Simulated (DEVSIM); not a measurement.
Device: Au/La2O3/n-Ge capacitor, at 300 K.

| layer (left to right) | material | thickness (nm) | Nd (cm⁻³) |
|---|---|---|---|
| 1 | La2O3 | 3.70 | - |
| 2 | Ge | 3100 | 3.6e16 |

Metal gate on the left, work function 5.1 eV. Fixed charge at the semiconductor interface 3.2e11 cm⁻² (in units of +e); interface traps 3.5e11 cm⁻² eV⁻¹, uniform in energy, neutral level at 0.7 of the gap above the valence band.

This is a model device: material constants are rounded textbook-type values typed into the input, and sizes, dopings and lifetimes were drawn at random. Values at 300 K; Nc and Nv go as T^1.5, mobilities as T to minus their exponent, the gap by Varshni's rule with the affinity fixed.

| parameter | La2O3 | Ge |
|---|---|---|
| gap (eV) | 5.8 | 0.664 |
| affinity (eV) | 1.8 | 4 |
| permittivity | 27 | 16 |
| Nc (cm⁻³) | - | 1.04e19 |
| Nv (cm⁻³) | - | 6e18 |
| Varshni α (eV/K) | - | 0.000477 |
| Varshni β (K) | - | 235 |

Simulated with DEVSIM: 1D Poisson equation in equilibrium, Boltzmann statistics, complete ionisation; no quantum confinement or tunnelling. Metal contacts follow the ideal Schottky-Mott rule: no Fermi-level pinning, no interface dipoles.

The temperature was swept, all else fixed.

| temperature (K) | minimum of the low-frequency capacitance (μF/cm²) | threshold voltage (band bending 2φF) (V) | flat-band voltage (V) |
|---|---|---|---|
| 250 | 0.163 | 0.50 | 0.98 |
| 300 | 0.179 | 0.55 | 0.95 |
| 350 | 0.206 | 0.60 | 0.91 |
| 400 | 0.251 | 0.65 | 0.88 |
| 450 | 0.336 | 0.70 | 0.85 |
| 500 | 0.493 | 0.75 | 0.82 |

From the first row to the last the minimum of the low-frequency capacitance goes from 0.163 to 0.493. From the first row to the last the threshold voltage (band bending 2φF) goes from 0.50 to 0.75.
